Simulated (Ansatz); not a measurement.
Data:

```
MgS
1.0
    0.00000     2.61486     2.61486
    2.61486     0.00000     2.61486
    2.61486     2.61486     0.00000
Mg S
1 1
Direct
  0.50000   0.50000   0.50000
  0.00000   0.00000   0.00000
```

No spin polarisation.

Electron doping at 2.0×10^21 cm⁻³ (0.0715 per cell), with a uniform compensating background at fixed cell and a 300 K Fermi–Dirac width.

All numbers come from PBE, PAW, 420 eV (Ansatz, a first-principles code; spin-orbit coupling left out). k-mesh 25×25×25 (Γ-centred); smearing 0.0259 eV (Fermi–Dirac).

Problem. Predict the Fermi level from band edge and gap character.

Solution. Fermi level relative to the doped band's edge (positive inside the band; to 0.05 eV): +0.65 eV
Gap character: indirect, Γ → X

Carriers are added with a uniform compensating background; total energy and stress of such cells depend on the potential's zero and are not compared; many-body gap narrowing is missing at this level. Whether these cells are dynamically stable was not tested. The cell was made from MgS in the rock salt structure (space group Fm-3m, No. 225) by this change: electrons 2.0×10^21 cm⁻³.
